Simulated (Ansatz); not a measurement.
Start from CsPbBr$_{3}$ in the cubic perovskite structure (space group Pm-3m, No. 221; a = 6.003 Å).

Structures relaxed with Ansatz (a program for electronic structure) PBE, no SOC.

Base:

Simulated powder pattern, Mo Kα, λ = 0.71073 Å (kinematic, ideal powder, no thermal factors, no anomalous dispersion; the 10 strongest lines at most, above 2 %, up to 2θ = 40°):

```tsv
2θ (°)	I/Imax (%)	hkl
6.79	35	(100)
9.61	84	(110)
13.60	100	(200)
16.68	45	(211)
19.28	80	(220)
21.58	23	(310)
23.67	30	(222)
25.60	28	(321)
30.70	42	(420)
33.72	31	(422)
```

After one change:

Simulated powder pattern, Mo Kα, λ = 0.71073 Å (kinematic, ideal powder, no thermal factors, no anomalous dispersion; the 10 strongest lines at most, above 2 %, up to 2θ = 40°):

```json
[
 {"2θ (°)": "6.91", "I/Imax (%)": "35"},
 {"2θ (°)": "9.78", "I/Imax (%)": "84"},
 {"2θ (°)": "13.85", "I/Imax (%)": "100"},
 {"2θ (°)": "16.98", "I/Imax (%)": "45"},
 {"2θ (°)": "19.64", "I/Imax (%)": "80"},
 {"2θ (°)": "21.98", "I/Imax (%)": "23"},
 {"2θ (°)": "24.11", "I/Imax (%)": "30"},
 {"2θ (°)": "26.07", "I/Imax (%)": "28"},
 {"2θ (°)": "31.28", "I/Imax (%)": "42"},
 {"2θ (°)": "34.36", "I/Imax (%)": "31"}
]
```

Question: What was done to the base?
A) isotropic strain −3.00 %
B) isotropic strain −1.80 %
C) isotropic strain −0.60 %
D) isotropic strain −2.40 %

Answer: B, isotropic strain −1.80 %. Its volume per atom is 40.97 Å³ against 43.26 Å³, and its space group is Pm-3m (No. 221).

No phonon test of stability was made. Many cubic perovskites are stable only at high temperature; tilts and polar distortions were not tested. This is not the structure that CsPbBr3 has at room temperature and ambient pressure.
